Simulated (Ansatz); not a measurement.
Where the default PAW files enter, the runs use the earlier of Ansatz's two default sets.

Given:

```yaml
crystal:
  lattice:
    - [4.16884, 0.00000, 0.00000]
    - [-2.08442, 3.61032, 0.00000]
    - [0.00000, 0.00000, 6.77962]
  atoms:
    - { symbol: Cd, position: [0.66667, 0.33333, 0.50022] }
    - { symbol: Cd, position: [0.33333, 0.66667, 0.00022] }
    - { symbol: S, position: [0.66667, 0.33333, 0.87678] }
    - { symbol: S, position: [0.33333, 0.66667, 0.37678] }
```

Space group of this cell: P6_3mc, wurtzite. The cell is taken as given.

The current runs along the normal of the first two printed vectors, the (001) plane. All runs by Ansatz (a quantum-chemistry and plane-wave program), plane waves and PAW, without spin-orbit coupling; the base is r2SCAN.

| run | mean pressure (GPa) | gap (eV) | mid-gap κ (1/Å) |
|---|---|---|---|
| base | -0.2 | 1.62 | 0.124 |
| all lengths scaled by 0.98 | 3.9 | [?] | [?] |
| all lengths scaled by 1.02 | -3.3 | [?] | [?] |
| lda in place of r2scan | -3.9 | [?] | [?] |
| lengths across the current scaled by 0.98, ions clamped | 2.4 | 1.68 | 0.129 |
| lengths across the current scaled by 1.02, ions clamped | -2.3 | 1.53 | 0.119 |
| lengths along the current scaled by 0.97, ions clamped | 1.8 | 1.70 | 0.130 |
| lengths along the current scaled by 1.03, ions clamped | -1.8 | 1.50 | 0.120 |
| pbesol in place of r2scan | -1.8 | 1.02 | 0.086 |

Task: What belongs in the gaps?

Result: 
- all lengths scaled by 0.98, gap (eV): 1.76
- all lengths scaled by 0.98, mid-gap κ (1/Å): 0.133
- all lengths scaled by 1.02, gap (eV): 1.47
- all lengths scaled by 1.02, mid-gap κ (1/Å): 0.116
- lda in place of r2scan, gap (eV): 0.88
- lda in place of r2scan, mid-gap κ (1/Å): 0.075
